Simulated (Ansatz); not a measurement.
MgSe in the rock salt structure (space group Fm-3m, No. 225)

Space group Fm-3m (No. 225); a = b = c = 5.473 Å, α = β = γ = 90.00°

| atom | site | symmetry | x | y | z |
|---|---|---|---|---|---|
| Se | 4a | m-3m | 0.0000 | 0.0000 | 0.0000 |
| Mg | 4b | m-3m | 0.5000 | 0.5000 | 0.5000 |
(The calculation used a cell of 2 atoms; values per cell refer to that cell.)

Calculations: r2SCAN (Ansatz, an electronic-structure program), no spin-orbit coupling, earlier PAW set. k-mesh 10×10×10 (Γ-centred); smearing 0.05 eV (Fermi–Dirac).

| Item | Value |
|---|---|
| Volume per atom | 20.50 Å³ |
| Density | 4.18 g/cm³ |
| Band gap | 2.48 eV, indirect, Γ → X |
| Electron mass | 0.48 mₑ along k, 0.25 mₑ across |
| Hole mass (degenerate bands, along [100]) | 0.20, 0.80, 0.80 mₑ |
| Lowest conduction-band minima above the VBM | X along ⟨100⟩ 2.48 eV; Γ 3.44 eV |
| Total energy | -3703.732 eV/atom (σ→0; compares only within this code and set-up) |

Effective masses come from finite differences of ±0.01 Å⁻¹. Along k means along the line from Γ to the band edge. No phonon test of stability was made.
